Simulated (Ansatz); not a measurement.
Start from Ru in the hcp (Mg type) structure (space group P6_3/mmc, No. 194; relaxed with 0.1 eV smearing).

```
Ru
1.0
    2.69139     0.00000     0.00000
   -1.34570     2.33081     0.00000
    0.00000     0.00000     4.24891
Ru
2
Direct
  0.66667   0.33333   0.75000
  0.33333   0.66667   0.25000
```

Cartesian axes are those of the cell as printed.

Calculations: plane-wave PAW DFT at the PBEsol level (Ansatz, a quantum-chemistry and plane-wave program, 420 eV), no SOC.

Now apply this change: every lattice vector is stretched by 1.50 %; the atoms relax in the strained cell.

Predict the stress tensor and what it implies for the stiffness.

Stress of the strained cell less that of the base (GPa, compression positive):
```
  -13.6     0.0     0.0
    0.0   -13.6     0.0
    0.0     0.0   -14.5
```

Then B = −ΔP/(ΔV/V₀) with ΔV/V₀ = 0.0457 gives secant stiffness values (nonlinear terms included at this strain): B (at held cell shape, above the free-shape value) ≈ 304 GPa.

As a check, the harmonic strain energy −½ V₀ Δσ:ε is 26 meV/atom; the computed energy rise is 28 meV/atom.

No phonon test of stability was made. The final runs are not spin-polarised.
